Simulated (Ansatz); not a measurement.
The reference is MgO (space group P4_2/mnm, No. 136; a hypothetical phase, not in the database extracts checked).

Space group P4₂/mnm (No. 136); a = b = 5.5103 Å, c = 3.2763 Å, α = β = γ = 90.00°

```
atom  site  symmetry       x       y       z
----  ----  --------  ------  ------  ------
Mg      4g      m.2m  0.1795  0.1795  0.5000
O       4f      m.2m  0.3166  0.3166  0.0000
```

Levels (all Ansatz, a program for electronic structure, PAW): PBEsol (420 eV, scalar-relativistic without spin-orbit coupling); HSE06 (420 eV, without spin-orbit coupling).

The geometry is relaxed with PBEsol.

| Property | Value |
|---|---|
| PBEsol band gap | 3.36 eV |

Q: What does HSE06 give at this geometry for the band gap?

A: The band gap increases by 1.718 eV (3.36 eV → 5.07 eV).

Single points use the geometry relaxed with PBEsol. HSE06 was sampled on its mesh, a few special points and the semilocal edge points, so its gap is an upper bound. No phonon test of stability was made.
